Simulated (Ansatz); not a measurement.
Take TeO2 in the fluorite structure (space group Fm-3m, No. 225; a = 5.324 Å; a hypothetical phase, not in the database extracts checked) as the base.

Levels (all Ansatz, a quantum-chemistry and plane-wave program, PAW): PBEsol (420 eV, scalar-relativistic without spin-orbit coupling); r2SCAN (500 eV, no spin-orbit coupling); HSE06 (420 eV, spin-orbit coupling left out).

One geometry, relaxed with PBEsol, under each level:

```csv
level,band gap,lowest conduction level above the VBM at special points,electron mass,hole mass,pressure
PBEsol,0.73 eV,X 1.17 eV; Γ 1.73 eV; U 3.03 eV; K 3.03 eV,"0.82 mₑ along k, 0.22 mₑ across (off the special points)","0.92 mₑ along k, 1.2 mₑ across (at L)",0.00 GPa
r2SCAN,1.00 eV,X 1.46 eV; Γ 2.00 eV; U 3.32 eV; K 3.32 eV,"0.76 mₑ along k, 0.25 mₑ across (off the special points)","0.84 mₑ along k, 1.2 mₑ across (at L)",1.19 GPa
HSE06,1.62 eV,X 2.08 eV; Γ 2.65 eV; U 4.01 eV,–,–,–
```

Single points use the geometry relaxed with PBEsol. Their cutoffs differ, which shifts pressures a little. HSE06 gaps are upper bounds (no full band path). With Te present, leaving out spin-orbit coupling can change the band edges. Effective masses come from finite differences of ±0.01 Å⁻¹. Along k means along the line from Γ to the band edge. Whether these cells are dynamically stable was not tested.
